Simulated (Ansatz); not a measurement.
# AlN: response to strain

Start from AlN in the wurtzite structure (space group P6_3mc, No. 186).

```
CELL_PARAMETERS angstrom
      3.13023     0.00000     0.00000
     -1.56512     2.71086     0.00000
      0.00000     0.00000     5.01801
ATOMIC_POSITIONS crystal
  Al 0.33333 0.66667 0.00023
  Al 0.66667 0.33333 0.50023
  N  0.33333 0.66667 0.38177
  N  0.66667 0.33333 0.88177
```

Strains are applied to the cell and any free atomic positions relax.

All numbers come from PBE (Ansatz, a first-principles code; PAW; 420 eV plane waves; no spin-orbit coupling).

Notes on the quantities. pressure: mean of the normal stresses, compression positive; energy relative to the base: free energy F.

| case | pressure | band gap | volume per atom | energy relative to the base | electron mass |
|---|---|---|---|---|---|
| base | 0.00 GPa | 4.03 eV | 10.65 Å³ | 0 meV/atom | – |
| isotropic strain +0.60 % | -3.35 GPa | 3.88 eV | 10.84 Å³ | +2.0 meV/atom | – |
| isotropic strain +1.20 % | -6.45 GPa | 3.73 eV | 11.03 Å³ | +8.0 meV/atom | 0.27 mₑ along c, 0.28 mₑ across (at Γ) |
| isotropic strain +1.80 % | -9.31 GPa | 3.58 eV | 11.23 Å³ | +18 meV/atom | 0.26 mₑ along c, 0.27 mₑ across (at Γ) |
| isotropic strain +2.40 % | -11.95 GPa | 3.44 eV | 11.43 Å³ | +31 meV/atom | 0.25 mₑ along c, 0.27 mₑ across (at Γ) |
| isotropic strain +3.00 % | -14.39 GPa | 3.30 eV | 11.63 Å³ | +48 meV/atom | 0.25 mₑ along c, 0.26 mₑ across (at Γ) |

Masses are band curvatures over ±0.01 Å⁻¹ around the edge. Stability against distortions was not tested.
